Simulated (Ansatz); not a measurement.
## Fermi-surface data of SrPd$_{2}$Bi$_{2}$ (P4/nmm)

Consider the following.

```
Bi2Pd2Sr
1.0
    4.77708     0.00000     0.00000
    0.00000     4.77708     0.00000
    0.00000     0.00000    10.91859
Sr Bi Pd
2 4 4
Cartesian
  0.00000   2.38854   2.55300
  2.38854   0.00000   8.36559
  0.00000   0.00000   5.45930
  2.38854   2.38854   5.45930
  0.00000   2.38854   9.55535
  2.38854   0.00000   1.36324
  0.00000   0.00000   0.00000
  2.38854   2.38854   0.00000
  0.00000   2.38854   6.88452
  2.38854   0.00000   4.03407
```

Computed with PBEsol, rigid bands (plane waves, PAW, scalar-relativistic; Ansatz, a program for electronic structure). How the cell was made: cell and atoms relaxed with PBEsol.

| Property | Result |
|---|---|
| density of states at the Fermi level | 4.84 states/(eV·cell), both spins |
| bare Sommerfeld coefficient | 1.14 mJ/(mol of atoms·K²) |
| Drude plasma energy | 4.4 (x), 4.4 (y), 2.7 (z) eV |
| root-mean-square Fermi velocity | 5.5e5 m/s |
| resistivity times τ | 26 (x), 26 (y), 67 (z) ×10⁻²² Ω·m·s |

A metal at this level (no band gap); rigid bands, thermally averaged at 300 K, both spins. Spin-orbit coupling is left out, which matters with elements this heavy. τ is one relaxation time for all states.

Computed structure, not matched to a measured one here, so possibly hypothetical: SrPd2Bi2 (P4/nmm).
